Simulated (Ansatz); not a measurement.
CaO under load (space group Fm-3m), r2SCAN, rigid bands in Ansatz (a quantum-chemistry and plane-wave program). Condition of this run: hydrostatic pressure of -4.4 GPa (compression positive) (the target of the relaxation). Band gap 4.20 eV, N_c = 3.94e19 cm⁻³ and N_v = 1.65e20 cm⁻³ at 300 K, conductivity masses of 0.581 mₑ (electrons) and 1.47 mₑ (holes). Take k_BT = 0.02585 eV.

**Question.** What thermal injection velocity √(2k_BT/πm) limits a ballistic channel?

**Answer.** 7.06e6 cm/s for electrons and 4.44e6 cm/s for holes, a ratio of √(m_h/m_e) = 1.59, for dilute carriers.

**Question.** Find the intrinsic carrier density and the intrinsic Fermi level.

**Answer.** n_i = √(N_c N_v) exp(−E_g/2k_BT) = 8.06e19 × exp(−81.23) = 4.2e-16 cm⁻³. The level lies (k_BT/2) ln(N_v/N_c) = 19 meV from mid-gap (positive towards the conduction band). Each 0.1 eV added to the gap lowers n_i by a factor of 6.9.

**Question.** A film of it is 3 nm thick. Estimate the confinement energies in an infinite well.

**Answer.** ħ²π²/(2m t²) = 0.376 eV·nm²/(m/mₑ × t²) gives 71.9 meV for electrons and 28.4 meV for holes, so the gap would widen to about 4.30 eV. Finite barriers and nonparabolic bands lower this, and with several valleys or bands the heaviest mass along the normal sets the lowest level, not this average.

Rigid bands with the computed gap; masses take one relaxation time for all states. Spin-orbit coupling is left out; where it splits the top of the valence band, N_v and the p-type Seebeck coefficient come out somewhat high without it. Geometry: cell and atoms relaxed with PBEsol.
